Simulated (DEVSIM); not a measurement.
System: abrupt GaSb n-p junction, at 300 K.

```csv
layer (left to right),material,thickness (μm),Nd (cm⁻³),Na (cm⁻³),τn (s),τp (s)
1,GaSb,1.40,6.6e15,-,2.7e-8,2.7e-8
2,GaSb,230,-,1.7e14,2.7e-8,2.7e-8
```

Left contact: ohmic. Right contact: ohmic. Voltage is applied to the left contact. Recombination: SRH at mid-gap, radiative. Mobility is μmin + (μ − μmin)/(1 + (N/Nref)^α).

This is a model device: material constants are rounded textbook-type values typed into the input, and sizes, dopings and lifetimes were drawn at random. Values at 300 K.

```
parameter        GaSb
-------------  ------
gap (eV)        0.726
affinity (eV)    4.06
permittivity     15.7
Nc (cm⁻³)      2.1e17
Nv (cm⁻³)      1.8e19
μn (cm²/Vs)      5000
μp (cm²/Vs)       850
μn,min           1000
μp,min            190
Nref,n         2.8e17
Nref,p           9e17
αn               1.05
αp               0.65
B (cm³/s)       1e-10
```

Simulated with DEVSIM: 1D drift-diffusion, Boltzmann statistics, complete ionisation; no tunnelling, impact ionisation, image-force lowering or self-heating.

The minority lifetime in layer 2 was swept, all else fixed.

```json
[
 {"minority lifetime in layer 2 (s)": "8.1e-10", "dark forward voltage at 1 A/cm² (V)": "1.155"},
 {"minority lifetime in layer 2 (s)": "2.7e-9", "dark forward voltage at 1 A/cm² (V)": "1.144"},
 {"minority lifetime in layer 2 (s)": "8.1e-9", "dark forward voltage at 1 A/cm² (V)": "1.113"},
 {"minority lifetime in layer 2 (s)": "2.7e-8", "dark forward voltage at 1 A/cm² (V)": "1.013"},
 {"minority lifetime in layer 2 (s)": "8.1e-8", "dark forward voltage at 1 A/cm² (V)": "0.838"},
 {"minority lifetime in layer 2 (s)": "2.7e-7", "dark forward voltage at 1 A/cm² (V)": "0.639"},
 {"minority lifetime in layer 2 (s)": "8.1e-7", "dark forward voltage at 1 A/cm² (V)": "0.515"}
]
```

From the first row to the last the dark forward voltage at 1 A/cm² goes from 1.155 to 0.515.
